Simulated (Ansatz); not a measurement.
Functionals compared on a constructed model of the (111) surface of fcc Au, a pseudomorphic layer of Hf in the host's stacking (bottom of the slab: a bare face, its two planes held), in Ansatz (plane waves, PAW). The structure was relaxed with PBE; the other rows are single points on it. Cutoff 420 eV (500 eV for r2SCAN).

Model: 7-atom slab, 14.7 Å thick at the start, 15x15x1 mesh, Fermi-Dirac 0.1 eV, dipole correction, 2 atoms held, the rest relaxed; held to the start's symmetry, so lower structures may exist; no spin, no spin-orbit, no U. In PBE it is, or lies within 0.01 eV a 1x1 cell of, the lowest of the 2 structures of its composition computed so far; larger cells were not tried. These notes are the PBE run's.

```tsv
functional	work function of the top face (eV)	rough cost of the single point
PBE	4.39	–
RPBE	4.23	roughly 30 core-seconds
r2SCAN	___	about 70 core-seconds (a rough figure)
```

Q: Complete the blanks.

A: 
- r2SCAN, work function of the top face (eV): 4.37

Ansatz is a program for electronic structure.
